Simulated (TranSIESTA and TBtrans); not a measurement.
**Si chain with one Rh atom in place of Si**

Junction: Si chain with one Rh atom in place of Si. Leads: straight Si chain, spacing 2.385 Å. Geometry: 3 atoms about the centre moved by SIESTA (PBE, DZP) to a largest force of 0.04 eV/Å, all others as built, motion along the axis alone. Transport runs along z; the first 6 and the last 6 of the 21 atoms are the lead cells, repeated to infinity.

```xyz
21
Lattice="9.000 0.000 0.000 0.000 9.000 0.000 0.000 0.000 50.000" Properties=species:S:1:pos:R:3 pbc="F F T"
Si     4.500     4.500     0.000
Si     4.500     4.500     2.385
Si     4.500     4.500     4.770
Si     4.500     4.500     7.155
Si     4.500     4.500     9.540
Si     4.500     4.500    11.925
Si     4.500     4.500    14.310
Si     4.500     4.500    16.695
Si     4.500     4.500    19.080
Si     4.500     4.500    21.466
Rh     4.500     4.500    23.808
Si     4.500     4.500    26.149
Si     4.500     4.500    28.535
Si     4.500     4.500    30.920
Si     4.500     4.500    33.305
Si     4.500     4.500    35.690
Si     4.500     4.500    38.075
Si     4.500     4.500    40.460
Si     4.500     4.500    42.845
Si     4.500     4.500    45.230
Si     4.500     4.500    47.615
```
Starting moments (μB): atom 11 +1.5.

Method: TranSIESTA and TBtrans, PBE, SZP numerical orbitals (energy shift 0.15 eV), PseudoDojo norm-conserving scalar-relativistic potentials, mesh cutoff 200 Ry, 300 K, spin-polarised (collinear), no spin-orbit coupling; self-consistent non-equilibrium Green functions.

| Item | Result |
|---|---|
| Conductance at 300 K (G0 = 2e²/h) | 1.68 |
| Mean T from −0.5 to 0.5 eV | 1.66 |
| Spin polarisation of the conductance, (up − down)/(up + down) | -0.12 |

Energies count from the leads' Fermi level. Transmissions are for each spin. The energy step is 0.01 eV; narrower resonances are cut or missed.

```csv
E (eV),T up,T down,lead channels up,down
-1.95,0.35,0.25,1,1
-1.80,0.49,0.36,1,1
-1.65,0.62,0.44,1,1
-1.50,0.74,0.53,1,1
-1.35,0.86,0.60,1,1
-1.20,0.97,0.69,1,1
-1.05,0.99,0.77,1,1
-0.90,1.05,1.14,3,3
-0.75,0.95,1.68,3,3
-0.60,0.85,1.96,3,3
-0.45,0.97,2.18,3,3
-0.30,1.18,2.24,3,3
-0.15,1.36,2.07,3,3
0.00,1.48,1.88,3,3
0.15,1.54,1.78,3,3
0.30,1.58,1.73,3,3
0.45,1.60,1.68,3,3
0.60,1.62,1.64,3,3
0.75,1.65,1.61,3,3
0.90,1.68,1.61,3,3
1.05,1.72,1.62,3,3
1.20,1.77,1.65,3,3
1.35,1.81,1.70,3,3
1.50,1.85,1.74,3,3
1.65,1.88,1.79,3,3
1.80,1.92,1.83,3,3
1.95,1.95,1.86,3,3
```

Moments were seeded on the central atoms alone, and one start was tried. The straight chain is held at its spacing; free chains may zigzag or dimerise.
